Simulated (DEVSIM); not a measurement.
System: illuminated Si n-on-p cell, one wavelength, with a back-surface field, at 300 K.

Layer 1 from the left is Si, thickness (μm) 0.130, Nd (cm⁻³) 1.1e18, τn (s) 1.3e-5, τp (s) 0.00014, absorption coefficient (cm⁻¹) 690. Layer 2 from the left is Si, thickness (μm) 31.0, Na (cm⁻³) 1.7e16, τn (s) 0.00019, τp (s) 0.00019, absorption coefficient (cm⁻¹) 690. Layer 3 from the left is Si, thickness (μm) 0.430, Na (cm⁻³) 9.1e18, τn (s) 0.00019, τp (s) 0.00019, absorption coefficient (cm⁻¹) 690.

Left contact: ohmic, minority hole recombination velocity 70000 cm/s. Right contact: ohmic, minority electron recombination velocity 20 cm/s. Voltage is applied to the left contact. Recombination: SRH at mid-gap, radiative, Auger. Light enters at the left, 3.3e16 photons cm⁻² s⁻¹, one pass, no reflection. Mobility is μmin + (μ − μmin)/(1 + (N/Nref)^α).

The device is made up for the run: typed textbook-type constants, with dimensions and the other settings drawn at random. Values at 300 K.

Si: gap (eV) 1.124, affinity (eV) 4.05, permittivity 11.7, Nc (cm⁻³) 2.86e19, Nv (cm⁻³) 3.1e19, μn (cm²/Vs) 1417, μp (cm²/Vs) 470, μn,min 52, μp,min 45, Nref,n 9.7e16, Nref,p 2.2e17, αn 0.68, αp 0.72, B (cm³/s) 4.7e-15, Cn (cm⁶/s) 2.8e-31, Cp (cm⁶/s) 9.9e-32.

Model (solved in DEVSIM): 1D drift-diffusion, Boltzmann statistics, complete ionisation; no tunnelling, impact ionisation, image-force lowering or self-heating.

Dark forward current:

```csv
|V| (V),|J| (A/cm²)
0.05,2.243e-11
0.10,1.049e-10
0.15,4.978e-10
0.20,2.738e-9
0.25,1.692e-8
0.30,1.113e-7
0.35,7.543e-7
0.40,5.172e-6
0.45,3.565e-5
0.50,0.0002462
0.55,0.001701
0.60,0.01175
0.65,0.08061
0.70,0.5341
0.75,3.193
0.80,16.21
0.85,68.76
0.90,251.0
0.95,834.0
1.00,2610
```

Q: Work out the local ideality factor n = ΔV / (kT/q · ln(J2/J1)) between the rows 0.15 and 0.20 V, 0.50 and 0.55 V, 0.95 and 1.00 V.

A: kT/q = 25.85 mV. From 0.15 to 0.20 V: ln(2.738e-9/4.978e-10) = 1.705, n = 1.13. From 0.50 to 0.55 V: ln(0.001701/0.0002462) = 1.933, n = 1.00, near the 1 of diffusion or emission over a barrier. From 0.95 to 1.00 V: ln(2610/834.0) = 1.141, n = 1.70.

Q: What current could the absorbed light give at most, and what share is collected?

A: Σ αd = 2.18, so qΦ(1 − exp(−Σ αd)) = 4.69 mA/cm². The simulated short-circuit current is 4.682 mA/cm², a share of 1.00.

Q: Estimate the open-circuit voltage by superposition: the voltage at which the dark current equals that short-circuit current.

A: Interpolating ln J in the table gives 0.576 V. The simulation gives 0.576 V, the same within the digits that matter. Superposition holds where collection doesn't change with voltage.

Q: Estimate the fill factor from FF0 = (v − ln(v + 0.72))/(v + 1), v = qVoc/(nkT), with n from the dark curve.

A: The rows about Voc, 0.55 and 0.60 V, give n = 1.00, so v = 22.3 and FF0 = 0.822. The simulation gives 0.823, the same within the digits that matter.
